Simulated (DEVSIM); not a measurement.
Structure: abrupt GaAs p-n junction, at 250 K.

```tsv
layer (left to right)	material	thickness (μm)	Nd (cm⁻³)	Na (cm⁻³)	τn (s)	τp (s)
1	GaAs	17.0	-	1.4e17	5.4e-8	5.4e-8
2	GaAs	93.0	1.4e15	-	5.4e-8	5.4e-8
```

Left contact: ohmic. Right contact: ohmic. Voltage is applied to the left contact. Recombination: SRH at mid-gap. Mobility is constant in doping.

The device is made up for the run: typed textbook-type constants, with dimensions and the other settings drawn at random. Values at 300 K; Nc and Nv go as T^1.5, mobilities as T to minus their exponent, the gap by Varshni's rule with the affinity fixed.

| parameter | GaAs |
|---|---|
| gap (eV) | 1.424 |
| affinity (eV) | 4.07 |
| permittivity | 12.9 |
| Nc (cm⁻³) | 4.7e17 |
| Nv (cm⁻³) | 9e18 |
| μn (cm²/Vs) | 8500 |
| μp (cm²/Vs) | 400 |
| T exponent of μn | 2.1 |
| T exponent of μp | 2.2 |
| Varshni α (eV/K) | 0.000541 |
| Varshni β (K) | 204 |

DEVSIM, 1D drift-diffusion, Boltzmann statistics, complete ionisation; no tunnelling, impact ionisation, image-force lowering or self-heating.

The minority lifetime in layer 2 was swept, all else fixed.

```json
[
 {"minority lifetime in layer 2 (s)": "1.6e-9", "dark forward voltage at 1 A/cm² (V)": "1.093", "dark forward voltage at 100 A/cm² (V)": "1.508"},
 {"minority lifetime in layer 2 (s)": "5.4e-9", "dark forward voltage at 1 A/cm² (V)": "1.101", "dark forward voltage at 100 A/cm² (V)": "1.501"},
 {"minority lifetime in layer 2 (s)": "1.6e-8", "dark forward voltage at 1 A/cm² (V)": "1.112", "dark forward voltage at 100 A/cm² (V)": "1.487"},
 {"minority lifetime in layer 2 (s)": "5.4e-8", "dark forward voltage at 1 A/cm² (V)": "1.124", "dark forward voltage at 100 A/cm² (V)": "1.444"},
 {"minority lifetime in layer 2 (s)": "1.6e-7", "dark forward voltage at 1 A/cm² (V)": "1.134", "dark forward voltage at 100 A/cm² (V)": "1.386"},
 {"minority lifetime in layer 2 (s)": "5.4e-7", "dark forward voltage at 1 A/cm² (V)": "…", "dark forward voltage at 100 A/cm² (V)": "…"},
 {"minority lifetime in layer 2 (s)": "1.6e-6", "dark forward voltage at 1 A/cm² (V)": "1.150", "dark forward voltage at 100 A/cm² (V)": "1.323"}
]
```

### Question
What belongs in the gaps?

### Answer

- 5.4e-7, dark forward voltage at 1 A/cm² (V): 1.143
- 5.4e-7, dark forward voltage at 100 A/cm² (V): 1.340
